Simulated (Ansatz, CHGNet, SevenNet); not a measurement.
## How well does each level of theory give the elastic constant C12 of cubic perovskite KMgF₃?

Reference value: 43.6 ± 0.2 GPa (measured, temperature not stated, no zero-point or thermal correction, our sources range from 39.6 to 43.6; as tabulated in Vaitheeswaran et al. (2007), arXiv:cond-mat/0703621).

| level (code) | value (GPa) | cell (Å³/atom) | difference (%) |
|---|---|---|---|
| CHGNet 0.3.0 | 29.6 | 13.40 | -32 |
| CHGNet-r²SCAN | 47.9 | 12.58 | +9.9 |
| SevenNet-l3i5 | 37.7 | 13.31 | -13.5 |
| LDA (Ansatz) | 45.8 | 11.94 | +5.0 |
| PBE (Ansatz) | 38.7 | 13.33 | -11.2 |
| PBEsol (Ansatz) | 39.4 | 12.72 | -9.6 |
| r²SCAN (Ansatz) | 42.6 | 12.61 | -2.3 |
| HSE06 (Ansatz) | 42.0 | 12.85 | -3.7 |

The reference's temperature isn't stated, so close values are not ranked against it. Off by more than 25 %, or 35 % on the side where a correction would as a rule narrow the miss (bounds picked here): CHGNet 0.3.0 (-32 %).

The reference isn't brought to a static lattice, while the calculations are for one, so the differences are not the levels' errors alone.  Each level is taken at its own relaxed cell. Cutoffs differ between the levels. Ansatz's density-functional and Hartree–Fock values are scalar-relativistic unless marked +SOC, with PAW data made under PBE.

Machine-learned potentials (CHGNet 0.3.0, CHGNet-r²SCAN, SevenNet-l3i5) are trained on DFT data: a solid inside that data is no test of them.

Differences are worked out from the printed values.

Ansatz is a quantum-chemistry and plane-wave program.
